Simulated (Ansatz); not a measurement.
Structure of amorphous Bi₈Ge₆O₂₄ (periodic cell):

```xyz
38
Lattice="8.1554 -0.0484 -0.4283 -0.0484 8.7281 0.4987 -0.4283 0.4987 8.9993" Properties=species:S:1:pos:R:3 pbc="T T T"
Bi     0.9564     7.4539     7.4493
Bi     4.5183     2.1272     2.7628
Bi     0.9280     1.9117     4.9020
Bi     1.2141     8.7597     1.9504
Bi     6.8447     7.7255     4.2919
Bi     4.5435     4.7862     8.0461
Bi     1.3776     4.5277     2.4012
Bi     6.4689     1.6313     7.4011
Ge     4.5929     5.5408     2.7109
Ge     6.9194     4.4843     5.2622
Ge     3.3886     1.4012     8.4903
Ge     1.0499     3.5273     8.3368
Ge     3.8324     8.1149     6.2903
Ge     6.8876     6.5416     0.8378
O      6.3916     5.8020     8.6035
O      7.4307     3.3885     3.9493
O      4.8580     8.5492     4.9389
O      7.7416     6.0747     5.4922
O      5.6349     3.8499     6.3743
O      0.5302     1.9017     0.3669
O      5.3278     6.8434     1.6772
O      2.1266     8.4380     5.8776
O      0.1153     3.6025     6.8480
O      2.8832     5.9716     2.8819
O      1.8471     4.5142     0.2240
O      3.3431     1.0956     1.2968
O      0.1377     0.8027     3.2538
O      0.0022     6.3477     2.4927
O      5.4303     1.7413    -0.0954
O      4.7035     4.0464     1.7485
O      5.5615     5.5420     4.1939
O      3.6358     6.5237     7.0158
O      7.5201     8.0661     0.1500
O      4.3924     0.5530     7.1056
O      2.6558     2.7874     3.5394
O      7.6648     8.8049     6.1124
O      2.6035     2.8640     7.7055
O      1.9503     8.9230     8.8664
```

Computed with PBE, scalar-relativistic without spin-orbit coupling (plane waves to 420 eV, PAW; Ansatz, a quantum-chemistry and plane-wave program).

It comes from a melt-quench run on a machine-learned potential (CHGNet), relaxed afterwards by DFT. O atoms were pushed apart under 1.9 Å during the dynamics, to hinder bonds among them. The hot cell started wider than the set density and was brought back towards it in steps. It is the lowest in DFT energy of 2 quenches. It is a model cell: composition and starting density were chosen by hand, and all elements were melted together. No dispersion term was used. Its density started from a set value of 6.93 and ended at 6.50 g/cm³. Cooling (nominally 210 K/ps over its main leg) ran many orders faster than in experiment, which tends to leave more defects and strain. Values belong to this one cell and scatter from quench to quench. Volume and shape were free in the relaxation.

Bonds are counted up to Bi-Bi 3.26 Å, Bi-Ge 2.95 Å, Bi-O 2.94 Å, Ge-Ge 2.81 Å, Ge-O 2.20 Å, O-O 1.58 Å. Two cations that share two anions don't count as bonded, nor two that share one unless they lie closer than Bi-Bi 3.17 Å, Bi-Ge 2.87 Å, Ge-Ge 2.57 Å.

Question: Give the coordination numbers, mean bond lengths and angles.

Answer: 
* **Mean coordination of Bi by anions**: 5.38 (2 with 4, 2 with 5, 3 with 6, 1 with 7)
* **Mean coordination of Ge by anions**: 4.33 (4 with 4, 2 with 5)
* **Mean coordination of O**: 2.88 (5 with 2, 17 with 3, 2 with 4)
* **Mean Bi-O bond**: 2.404 Å (spread 0.222 Å, 43 counted)
* **Mean Ge-O bond**: 1.818 Å (spread 0.069 Å, 26 counted)
* **Bond angle at Bi**: mean 102.0°, spread 29.6°
* **Bond angle at Ge**: mean 108.4°, spread 18.5°
* **Bond angle at O**: mean 114.6°, spread 15.3°

Question: Which atoms depart from the most common coordination of their element?

Answer: Bi1 has 5 (O22 2.19 Å, O36 2.21 Å, O38 2.27 Å, O18 2.45 Å, O32 2.87 Å; O25 at 3.05 Å just beyond); Bi2 has 4 (O35 2.12 Å, O26 2.14 Å, O30 2.18 Å, O17 2.88 Å; O29 at 3.02 Å just beyond); Bi5 has 5 (O18 2.23 Å, O17 2.25 Å, O36 2.27 Å, O27 2.45 Å, O31 2.53 Å; O28 at 2.95 Å just beyond); Bi7 has 4 (O24 2.14 Å, O25 2.23 Å, O28 2.28 Å, O35 2.44 Å); Bi8 has 7 (O29 2.19 Å, O33 2.29 Å, O34 2.36 Å, O20 2.47 Å, O19 2.58 Å, O36 2.68 Å, O23 2.81 Å); Ge10 has 5 (O16 1.78 Å, O18 1.81 Å, O19 1.81 Å, O23 2.01 Å, O31 2.03 Å); Ge11 has 5 (O37 1.84 Å, O38 1.84 Å, O29 1.86 Å, O26 1.88 Å, O34 1.91 Å); O15 has 2 (Ge14 1.75 Å, Bi6 2.18 Å); O16 has 2 (Ge10 1.78 Å, Bi3 2.31 Å); O21 has 2 (Ge14 1.80 Å, Ge9 1.82 Å); O23 has 4 (Ge12 1.76 Å, Ge10 2.01 Å, Bi3 2.70 Å, Bi8 2.81 Å); O24 has 2 (Ge9 1.77 Å, Bi7 2.14 Å); O25 has 2 (Ge12 1.77 Å, Bi7 2.23 Å; Bi1 at 3.05 Å just beyond); O36 has 4 (Bi1 2.21 Å, Bi5 2.27 Å, Bi3 2.52 Å, Bi8 2.68 Å).

Question: List the pairs of like atoms that count as bonded by the rules above.

Answer: There are none by these rules.
